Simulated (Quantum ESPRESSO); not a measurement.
Sensitivity of a calculation on Ti5Nb5Ge6 (Amm2, 16 atoms in the cell) to its settings

```xyz
16
Lattice="5.2770 0.0000 0.0000 0.0000 6.5553 3.7899 0.0000 -6.5553 3.7899" Properties=species:S:1:pos:R:3 pbc="T T T"
Ti     2.6385     4.8728     4.7602
Ti     2.6385    -4.8728     4.7602
Ti     0.0000     0.0000     1.9448
Ti     0.0000    -4.8850     2.8265
Ti     0.0000     4.8850     2.8265
Nb     3.9637    -2.1833     3.7940
Nb     1.3132     2.1833     3.7940
Nb     1.3132    -2.1833     3.7940
Nb     3.9637     2.1833     3.7940
Nb     2.6385     0.0000     5.6168
Ge     2.6385     0.0000     2.8874
Ge     2.6385    -4.0116     2.3423
Ge     2.6385     4.0116     2.3423
Ge     0.0000     0.0000     4.6697
Ge     0.0000    -2.5073     1.4527
Ge     0.0000     2.5073     1.4527
```

Base run A: PBEsol, GBRV 1.5 ultrasoft (PBESOL) pseudopotentials run with Quantum ESPRESSO, self-consistent single point.

Its settings: ecutwfc = 50 Ry; ecutrho = 400 Ry; occupations = smearing; smearing = marzari-vanderbilt; degauss = 0.0099958 Ry; K_POINTS = automatic 4 3 3 0 0 0; conv_thr = 1e-09 Ry; mixing_beta = 0.7.

The starting cell comes from a database of computed structures (which also holds hypothetical and non-ambient phases and stackings), without a prior relaxation at this level. Its lattice was rescaled by a random factor within 2.5 % of one. Spin polarisation is off.

ΔF is the free energy per atom less that of run A. A dash stands where there is no value to compare (another energy zero or no entropy term, no result, no spin, no clean gap, or a mesh too coarse for one). Total energies depend on the potentials, the functional and any Hubbard or dispersion term, so they are compared only between runs that share all of them.

Runs:
- B: degauss: 0.0099958 Ry → 0.02205 Ry
- C: vdw_corr: default → grimme-d3; dftd3_version: default → 3; dftd3_threebody: default → false [PBEsol-D3(0)]
- D: conv_thr: 1e-09 Ry → 7.3e-10 Ry
- E: degauss: 0.0099958 Ry → 0.0073499 Ry

```json
[
 {"run": "A", "ΔF (meV/atom)": "0.00", "pressure (GPa)": "0.10", "largest force (eV/Å)": "0.091"},
 {"run": "B", "ΔF (meV/atom)": "-3.9", "pressure (GPa)": "0.15", "largest force (eV/Å)": "0.111"},
 {"run": "C", "ΔF (meV/atom)": "–", "pressure (GPa)": "-4.19", "largest force (eV/Å)": "0.207"},
 {"run": "D", "ΔF (meV/atom)": "0.00", "pressure (GPa)": "0.10", "largest force (eV/Å)": "0.091"},
 {"run": "E", "ΔF (meV/atom)": "0.29", "pressure (GPa)": "0.08", "largest force (eV/Å)": "0.090"}
]
```

Run B against A: The free energy goes down by 3.9 meV/atom, the pressure moves little (0.10 to 0.15 GPa) and the largest force goes from 0.091 to 0.111 eV/Å.

Run C against A: The pressure goes from 0.10 to -4.19 GPa and the largest force goes from 0.091 to 0.207 eV/Å.
